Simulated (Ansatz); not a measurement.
SrFeO3 in the cubic perovskite structure (space group Pm-3m, No. 221; ferromagnetic; a cell from a computed database, its experimental status unchecked)

```xyz
5
Lattice="3.7819 0.0000 0.0000 0.0000 3.7819 0.0000 0.0000 0.0000 3.7819" Properties=species:S:1:pos:R:3 pbc="T T T"
Sr     0.0000     0.0000     0.0000
Fe     1.8910     1.8910     1.8910
O      0.0000     1.8910     1.8910
O      1.8910     0.0000     1.8910
O      1.8910     1.8910     0.0000
```

All numbers come from PBEsol (Ansatz, a quantum-chemistry and plane-wave program; PAW; 420 eV plane waves; spin-orbit coupling left out). Γ-centred 12×12×12 mesh, Fermi–Dirac width 0.05 eV.

The volume per atom comes out as 10.82 Å³, the density is 5.88 g/cm³ and the band gap is zero. The magnetic state is ferromagnetic. The total energy is -1925.286 eV/atom (σ→0; compares only within this code and set-up).

No phonon test of stability was made. No Hubbard U is applied and the magnetic state is the run's own (SrFeO3 ferromagnetic); other magnetic orders, which need larger cells, were not tried and can change the gap. Many cubic perovskites are stable only at high temperature; tilts and polar distortions were not tested.
